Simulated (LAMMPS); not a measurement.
MD of Pd (fcc) at zero pressure over temperature, 4000 atoms; each row names its start.

Model: classical MD, pair style eam, the elements' _u3.eam files (universal-3 set of Foiles, Baskes and Daw) (LAMMPS).

| T (K), start | state | volume | enthalpy | first peak of g(r) | coordination number | D(Pd) |
|---|---|---|---|---|---|---|
| 100, crystal | crystal; no diffusion seen in 30 ps | 14.7627 ± 0.0001 Å³/atom | -3.8840 ± 0.0001 eV/atom | 2.75 Å, height 13.4 | 12.0 (counted to 3.30 Å) | - |
| 300, crystal | crystal; no diffusion seen in 30 ps | 14.8584 ± 0.0001 Å³/atom | -3.8315 ± 0.0001 eV/atom | 2.75 Å, height 7.8 | 12.0 (counted to 3.30 Å) | - |
| 820, crystal | crystal; no diffusion seen in 30 ps | 15.1346 ± 0.0005 Å³/atom | -3.6897 ± 0.0002 eV/atom | 2.74 Å, height 4.7 | 12.0 (counted to 3.38 Å) | - |
| 1100, crystal | crystal; no diffusion seen in 30 ps | 15.3076 ± 0.0002 Å³/atom | -3.6093 ± 0.0001 eV/atom | 2.74 Å, height 3.9 | 12.1 (counted to 3.42 Å) | - |
| 1370, crystal | crystal; no diffusion seen in 30 ps | 15.4988 ± 0.0005 Å³/atom | -3.5269 ± 0.0002 eV/atom | 2.73 Å, height 3.4 | 12.2 (counted to 3.46 Å) | - |
| 1650, crystal | crystal; no diffusion seen in 30 ps | 15.7403 ± 0.0009 Å³/atom | -3.4334 ± 0.0003 eV/atom | 2.72 Å, height 3.0 | 12.6 (counted to 3.58 Å) | - |
| 1010, melt | liquid | 15.627 ± 0.001 Å³/atom | -3.5302 ± 0.0003 eV/atom | 2.68 Å, height 3.2 | 13.3 (counted to 3.70 Å) | (6.62 ± 0.07) × 10^-6 cm²/s |
| 1280, melt | liquid | 15.8950 ± 0.0006 Å³/atom | -3.4353 ± 0.0001 eV/atom | 2.67 Å, height 2.9 | 13.4 (counted to 3.74 Å) | (1.83 ± 0.02) × 10^-5 cm²/s |
| 1460, melt | liquid | 16.080 ± 0.001 Å³/atom | -3.3728 ± 0.0002 eV/atom | 2.66 Å, height 2.7 | 13.3 (counted to 3.74 Å) | (2.70 ± 0.05) × 10^-5 cm²/s |
| 1650, melt | liquid | 16.2728 ± 0.0010 Å³/atom | -3.3096 ± 0.0003 eV/atom | 2.66 Å, height 2.6 | 13.1 (counted to 3.74 Å) | (3.76 ± 0.06) × 10^-5 cm²/s |
| 1830, melt | liquid | 16.461 ± 0.001 Å³/atom | -3.2501 ± 0.0003 eV/atom | 2.65 Å, height 2.5 | 13.0 (counted to 3.74 Å) | (4.84 ± 0.04) × 10^-5 cm²/s |
| 2010, melt | liquid | 16.647 ± 0.002 Å³/atom | -3.1928 ± 0.0004 eV/atom | 2.66 Å, height 2.4 | 12.9 (counted to 3.74 Å) | (6.17 ± 0.08) × 10^-5 cm²/s |
| 2280, melt | liquid | 16.944 ± 0.003 Å³/atom | -3.1061 ± 0.0006 eV/atom | 2.63 Å, height 2.2 | 13.2 (counted to 3.82 Å) | (8.3 ± 0.1) × 10^-5 cm²/s |
| 2560, melt | liquid | 17.263 ± 0.003 Å³/atom | -3.0183 ± 0.0004 eV/atom | 2.64 Å, height 2.1 | 12.7 (counted to 3.78 Å) | (1.11 ± 0.01) × 10^-4 cm²/s |

Measured linear expansion coefficient: 11.80 1e-6/K at 293 K (Kaye and Laby Online (NPL), 2.3.5 Thermal expansion).

Measured melting point: 1828 K (Wikipedia, Melting points of the elements (data page)).

Caution (row 1650, crystal): this crystal lies over the melting point of about 1420 K that EAM-type universal-3 set of Foiles, Baskes and Daw gives, so it is superheated.

Caution (rows 1010, melt; 1280, melt): this liquid lies under the melting point of about 1420 K that EAM-type universal-3 set of Foiles, Baskes and Daw gives, so it is undercooled.

From the crystal rows between 100 and 300 K, estimate the mean linear expansion coefficient and the heat capacity. The slope of ln V over three gives 11 × 10^-6 /K, and dH/dT = 3.0 kB/atom. Nuclei are classical here, so the heat capacity stays near 3 kB/atom, where a real crystal's falls off below its Debye temperature.

Fit an Arrhenius law to the diffusion of Pd in the liquid. ln D against 1/T from 1010 to 2560 K gives an activation energy of 0.40 eV and D0 = 0.00062 cm²/s.

States go by the mean squared displacement: a species diffuses where it passes 1.5 Å², still rises and gives D over 1e-6 cm²/s; a crystal has left its structure where atoms lie 0.35 Å off their sites on average or a cubic box changes its shape by 3 %, or the axial ratios of another lie 8 % off the starting cell's, which the potential's own relaxation can also do.

Errors of D are the spread over four groups of atoms in one short run; a floor of about 5 %, a picked value, is safer.

Uncertainties are statistical and leave out the potential's own error.
